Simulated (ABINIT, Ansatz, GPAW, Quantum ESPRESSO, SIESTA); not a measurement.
**Na3Cd (Fm-3m, 4 atoms in the cell) computed with different codes at matched settings**

Self-consistent single point.

```yaml
crystal:
  lattice:
    - [0.00000, 3.87624, 3.87624]
    - [3.87624, 0.00000, 3.87624]
    - [3.87624, 3.87624, 0.00000]
  atoms:
    - { symbol: Na, position: [0.25000, 0.25000, 0.25000] }
    - { symbol: Na, position: [0.75000, 0.75000, 0.75000] }
    - { symbol: Na, position: [0.50000, 0.50000, 0.50000] }
    - { symbol: Cd, position: [0.00000, 0.00000, 0.00000] }
```

Shared settings, as Ansatz (a program for electronic structure) writes them: kpoints.mp_grid.grid = 5 5 5; scf.occupations.method = fermi_dirac; scf.occupations.width = 0.1 eV. Potentials and cutoffs stand in the table.

| code | model | pressure (GPa) | cutoff |
|---|---|---|---|
| ABINIT | LDA (PW92), PAW (JTH v2.0 LDA PAW) | -1.65 | 60 Ry |
| Quantum ESPRESSO | LDA (PZ), GBRV 1.5 ultrasoft (LDA) pseudopotentials | -1.40 | 40 Ry |
| SIESTA | LDA PW92, numerical atomic orbitals DZP, PseudoDojo LDA standard norm-conserving potentials (rewritten from UPF to PSML) | -1.23 | grid 400 Ry |
| Ansatz | LDA (PW92), PAW files made with PBE | -1.30 | 420 eV |
| GPAW | LDA (Perdew-Wang 92), GPAW PAW datasets LDA (gpaw-data 1.0.1) | -1.31 | 800 eV |

The spread over the programs that give each value: pressure within 0.42 GPa.

SIESTA uses small atom-centred bases, whose incompleteness enters pressures, forces and empty levels differently from a plane-wave cutoff. Ansatz's pressure is given at a fixed set of plane waves, as the other plane-wave codes print theirs. The same LDA comes in different parametrisations, which differ slightly.

On the base mesh (10 10 10) the same programs gave: Ansatz pressure -1.28 GPa; Quantum ESPRESSO pressure -1.39 GPa; ABINIT pressure -1.64 GPa; GPAW pressure -1.30 GPa; SIESTA pressure -1.23 GPa.

The starting cell comes from a database of computed structures (which also holds hypothetical and non-ambient phases and stackings), without a prior relaxation at this level.

Left out of this page: CP2K (on another mesh).

Keys are those of Ansatz 0.2.
